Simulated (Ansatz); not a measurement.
For LaMgNO (model structure, started from the LaZnOP type, P4/nmm, No. 129, 8 atoms in the cell), LDA (PAW; Ansatz, a quantum-chemistry and plane-wave program) gives:

- lattice constant a: 3.812 Å
- c axis length: 8.012 Å
- bulk modulus: 92.7 GPa
- band gap: 2.52 eV

Question: What does r²SCAN in Ansatz (plane waves, PAW) give for the same quantities?

Answer: 
- lattice constant a: 3.871 Å (grows by 1.5 %)
- lattice parameter c: 8.191 Å (goes up by 2.2 %)
- bulk modulus: 86.2 GPa (drops by 7.0 %)
- band gap: 2.89 eV (grows by 0.37 eV)

Changes are worked out from the printed values.

Unless a cell is named, each level is at its own relaxed cell (LDA 14.55, r²SCAN 15.34 Å³/atom).

Spin–orbit coupling is included only where a level's name says +SOC; with heavier elements it mostly lowers gaps and can invert bands. Density-functional gaps are differences of (generalised) Kohn–Sham levels.

Caveats: the bulk modulus is −V dP/dV from two relaxed cells at ±2 % in volume (LDA, r²SCAN). Ansatz's density-functional and Hartree–Fock values are scalar-relativistic unless marked +SOC, with PAW data made under PBE.

A model structure was made by putting elements into a prototype or built by hand; it is no filed structure, need not be a known phase, and can be a saddle point held by its symmetry.
